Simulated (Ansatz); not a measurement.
Results of PBEsol in Ansatz (PAW) for AlB2-type HfB2.

Numerical settings: plane-wave cutoff 520 eV, 24×24×16 k mesh (along the axes of the cell as run), Fermi–Dirac smearing 0.05 eV, scalar-relativistic PAW data made under PBE.

Energies at three volumes about the minimum:

```
V (Å³/atom)  E − E_lowest (meV/atom)
-----------  -----------------------
9.537                           3.25
9.732                           0.00
9.926                           3.08
```

Fit a parabola by hand: where is the minimum, and what is the bulk modulus?

Slopes: (0.00 − 3.25)/(9.732 − 9.537) = -16.667 and (3.08 − 0.00)/(9.926 − 9.732) = 15.876 meV/Å³. Curvature E″ = 2 × (15.876 − (-16.667))/(9.926 − 9.537) = 167.316 meV/Å⁶. From the middle of the first interval, the slope vanishes at V0 = 9.6345 − (-16.667)/167.316 = 9.734 Å³/atom. B = V0 E″ = 9.734 × 167.316 meV/Å³ × 0.1602 GPa per meV/Å³ = 261 GPa. The full Birch–Murnaghan fit to all volumes gives V0 = 9.731 Å³/atom and B0 = 261 GPa.

Shape and atoms are relaxed at each volume.

Measured, for comparison: bulk modulus 282 GPa (room temperature, not corrected to a static lattice, hydrostatic curve from radial diffraction; as tabulated in Experimental and computational studies of compression and deformation behavior …); equilibrium volume per atom 9.91 Å³/atom (room temperature, not corrected to a static lattice; as tabulated in Burrage et al. (2022), doi:10.3390/ma15082762). Computed less measured: bulk modulus -7 %, equilibrium volume per atom -1.8 %. A static lattice is as a rule a little smaller and stiffer than an uncorrected measurement, which can account for part of this in the equilibrium volume per atom.

Ansatz is a quantum-chemistry and plane-wave program.
